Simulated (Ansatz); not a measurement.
We consider cubic perovskite CsSnI3 (cubic high-temperature phase), described by HSE06 (Ansatz, a first-principles code, plane waves, PAW).

Settings: plane-wave cutoff 520 eV, 4×4×4 k mesh, scalar-relativistic PAW data made under PBE.

Cell (relaxed at this level):

```yaml
crystal:
  lattice:
    - [6.25956, 0.00000, 0.00000]
    - [0.00000, 6.25956, 0.00000]
    - [0.00000, 0.00000, 6.25956]
  atoms:
    - { symbol: Cs, position: [0.00000, 0.00000, 0.00000] }
    - { symbol: Sn, position: [0.50000, 0.50000, 0.50000] }
    - { symbol: I, position: [0.50000, 0.00000, 0.50000] }
    - { symbol: I, position: [0.00000, 0.50000, 0.50000] }
    - { symbol: I, position: [0.50000, 0.50000, 0.00000] }
```

Problem. Estimate the elastic constant C11, Young modulus, elastic constant C44 and elastic constant C12 that the calculation returns.

Solution. 
- elastic constant C11: 39.6 GPa
- Young modulus: 20.8 GPa
- elastic constant C44: 4.55 GPa
- elastic constant C12: 5.09 GPa

Note: the relaxation could not lower the start's symmetry, so the cell can be a saddle point above a distorted one.

Elastic constants are with the ions relaxed.

Spin–orbit coupling is not included.

Cost on a shared machine: around 90 core-minutes (rough).
